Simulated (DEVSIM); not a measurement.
Structure: illuminated Si p-on-n cell, one wavelength, with a back-surface field, at 250 K.

Layer 1 from the left is Si, thickness (μm) 0.890, Na (cm⁻³) 2.6e18, τn (s) 4.3e-7, τp (s) 1.3e-6, absorption coefficient (cm⁻¹) 2600. Layer 2 from the left is Si, thickness (μm) 240, Nd (cm⁻³) 1.9e17, τn (s) 1.6e-5, τp (s) 1.6e-5, absorption coefficient (cm⁻¹) 2600. Layer 3 from the left is Si, thickness (μm) 1.20, Nd (cm⁻³) 7e18, τn (s) 1.6e-5, τp (s) 1.6e-5, absorption coefficient (cm⁻¹) 2600.

Left contact: ohmic, minority electron recombination velocity 4e5 cm/s. Right contact: ohmic, minority hole recombination velocity 2000 cm/s. Voltage is applied to the left contact. Recombination: SRH at mid-gap, radiative, Auger. Gap narrowing is on: ΔEg = 6.92 meV × (l + √(l² + 0.5)), l = ln(N/1.3e17 cm⁻³), shared equally by both band edges. Light enters at the left, 1.3e18 photons cm⁻² s⁻¹, one pass, no reflection. Mobility is constant in doping.

This is a model device: material constants are rounded textbook-type values typed into the input, and sizes, dopings and lifetimes were drawn at random. Values at 300 K; Nc and Nv go as T^1.5, mobilities as T to minus their exponent, the gap by Varshni's rule with the affinity fixed.

Si: gap (eV) 1.124, affinity (eV) 4.05, permittivity 11.7, Nc (cm⁻³) 2.86e19, Nv (cm⁻³) 3.1e19, μn (cm²/Vs) 1417, μp (cm²/Vs) 470, T exponent of μn 2.3, T exponent of μp 2.2, B (cm³/s) 4.7e-15, Cn (cm⁶/s) 2.8e-31, Cp (cm⁶/s) 9.9e-32, Varshni α (eV/K) 0.000473, Varshni β (K) 636.

Model (solved in DEVSIM): 1D drift-diffusion, Boltzmann statistics, complete ionisation; no tunnelling, impact ionisation, image-force lowering or self-heating.

Dark forward current:

```csv
|V| (V),|J| (A/cm²)
0.35,8.166e-9
0.40,7.707e-8
0.45,7.644e-7
0.50,7.715e-6
0.55,7.834e-5
0.60,0.0007969
0.65,0.008111
0.70,0.08248
0.75,0.8293
0.80,7.543
0.85,42.80
0.90,122.6
0.95,237.2
1.00,381.4
1.05,554.4
1.10,755.5
1.15,983.9
1.20,1239
1.25,1519
1.30,1825
1.35,2155
```

Question: Work out the local ideality factor n = ΔV / (kT/q · ln(J2/J1)) between the rows 0.35 and 0.40 V, 0.60 and 0.65 V, 1.30 and 1.35 V.

Answer: kT/q = 21.54 mV. From 0.35 to 0.40 V: ln(7.707e-8/8.166e-9) = 2.245, n = 1.03, near the 1 of diffusion or emission over a barrier. From 0.60 to 0.65 V: ln(0.008111/0.0007969) = 2.320, n = 1.00, near the 1 of diffusion or emission over a barrier. From 1.30 to 1.35 V: ln(2155/1825) = 0.166, n = 13.97.

Question: What current could the absorbed light give at most, and what share is collected?

Answer: Σ αd = 62.9, so qΦ(1 − exp(−Σ αd)) = 208 mA/cm². The simulated short-circuit current is 194.5 mA/cm², a share of 0.93.

Question: Estimate the open-circuit voltage by superposition: the voltage at which the dark current equals that short-circuit current.

Answer: Interpolating ln J in the table gives 0.719 V. The simulation gives 0.718 V, the same within the digits that matter. Superposition holds where collection doesn't change with voltage.

Question: Estimate the fill factor from FF0 = (v − ln(v + 0.72))/(v + 1), v = qVoc/(nkT), with n from the dark curve.

Answer: The rows about Voc, 0.70 and 0.75 V, give n = 1.01, so v = 33.1 and FF0 = 0.868. The simulation gives 0.867, the same within the digits that matter.
